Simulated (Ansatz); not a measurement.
## What uniaxial strain ε_zz = −1.00 % does to C

The parent structure is C in the diamond structure (space group Fd-3m, No. 227; a = 3.5603 Å). Axes: x, y, z lie along the cube axes.

One thing is altered: the cell is compressed by 1.00 % along z with no lateral relaxation; the atoms relax in the strained cell.

The values are results of Ansatz (a first-principles code), r2SCAN, PAW, cutoff 500 eV, spin-orbit coupling left out, not measurements. k-mesh 16×16×16 (Γ-centred); smearing 0.05 eV (Fermi–Dirac).

- Volume per atom: 5.58 Å³ (base 5.64 Å³)
- Space group: I4_1/amd (No. 141) (base Fd-3m (No. 227))
- Energy relative to the base (free energy F): +2.0 meV/atom
- Pressure (mean of the normal stresses, compression positive): 4.62 GPa (base 0.01 GPa)
- Band gap: 4.11 eV (base 4.36 eV)
- Gap character: indirect, Γ → Γ–M (71 % along)
- Smallest direct gap: 5.73 eV (base 5.90 eV)
- Electron mass: 1.6 mₑ along k, 0.27 mₑ across (off the special points) (base 1.8 mₑ along k, 0.28 mₑ across (off the special points))
- Hole mass: 0.48 mₑ along z, 0.27 mₑ across (at Γ)
- Valence-band top at Γ (three highest levels, from the VBM): 0.00, -0.16, -0.16 eV (base 0.00, 0.00, 0.00 eV)
- Valley order (the lowest conduction-band minima on the path, energy above the VBM, named in the base's zone): a point along [001], about 1.3 Å⁻¹ from Γ 4.11 eV; a point along [100], about 1.3 Å⁻¹ from Γ 4.37 eV (base a point along ⟨100⟩, about 1.3 Å⁻¹ from Γ 4.36 eV)
- Stress (xx, yy, zz, yz, xz, xy; compression positive): (1.30, 1.30, 11.27, 0.00, 0.00, 0.00) GPa

Final structure:

```
C
1.0
    0.00000     1.78014     1.76234
    1.78014     0.00000     1.76234
    1.78014     1.78014     0.00000
C
2
Direct
  0.00000   0.00000   0.00000
  0.25000   0.25000   0.25000
```

Cost of the whole job for the changed cell (relaxation, final SCF and bands): roughly 9 core-seconds.

Masses are band curvatures over ±0.01 Å⁻¹ around the edge. Along k means along the line from Γ to the band edge. Whether these cells are dynamically stable was not tested. k-point labels follow each cell's own Brillouin zone.
